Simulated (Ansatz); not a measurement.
Base system: MgS in the rock salt structure (space group Fm-3m, No. 225).

```xyz
2
Lattice="0.0000 2.5910 2.5910 2.5910 0.0000 2.5910 2.5910 2.5910 0.0000" Properties=species:S:1:pos:R:3 pbc="T T T"
Mg     0.0000     0.0000     0.0000
S      2.5910     2.5910     2.5910
```

Cartesian axes are those of the cell as printed.

All numbers come from Ansatz (a program for electronic structure), PBEsol, PAW, cutoff 420 eV, scalar-relativistic without spin-orbit coupling.

Before the change:

| Item | Value |
|---|---|
| Pressure | 0.00 GPa |
| Band gap | 2.73 eV |
| Electron mass | 0.53 mₑ along k, 0.29 mₑ across (at X) |

One thing is altered: biaxial strain +2.00 %, plane normal [001], relaxed out of plane (Cartesian); in-plane vectors clamped, the third vector and the atoms free.

**Question.** How does this affect the pressure, band gap, electron mass and out-of-plane strain?

**Answer.** The pressure (mean of the normal stresses, compression positive) goes from zero to -2.01 GPa; the band gap drops by 0.192 eV, from 2.73 eV to 2.53 eV; the electron mass goes from 0.53 mₑ along k, 0.29 mₑ across (at X) to 0.48 mₑ along k, 0.30 mₑ across (at X); the out-of-plane strain comes out as -1.04 %.

Effective masses come from finite differences of ±0.01 Å⁻¹. Along k means along the line from Γ to the band edge. Stability against distortions was not tested.
